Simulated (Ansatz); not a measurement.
## Pressure series in InSb

Start from InSb in the zinc blende structure (space group F-43m, No. 216; a = 6.5573 Å).

Cell and atoms are relaxed at each pressure.

Calculations: r2SCAN/PAW in Ansatz (an electronic-structure program), spin-orbit coupling left out, earlier PAW set.

Problem. Only one of these has no band gap. Which?
A) pressure 7.5 GPa
B) pressure 5 GPa
C) pressure 1.5 GPa
D) pressure −2 GPa
E) pressure 3 GPa

Solution. D, pressure −2 GPa. Computed: pressure 5 GPa: 0.59 eV; pressure −2 GPa: zero; pressure 7.5 GPa: 0.81 eV; pressure 1.5 GPa: 0.21 eV; pressure 3 GPa: 0.39 eV

Spin-orbit coupling, missing from the scalar runs, can matter with Sb. Load acts through the strain it causes; cell and atoms are relaxed under it. No phonon test of stability was made. Tetrahedral semiconductors of this kind turn to denser phases somewhere between about 1 and 50 GPa; those were not computed, so compressed cells here can lie past the real transition. All final runs are without spin polarisation. Gaps under 0.05 eV, about the width of the smearing, are given as zero. A zero or small gap of InSb can be the functional's error rather than a property of the material.
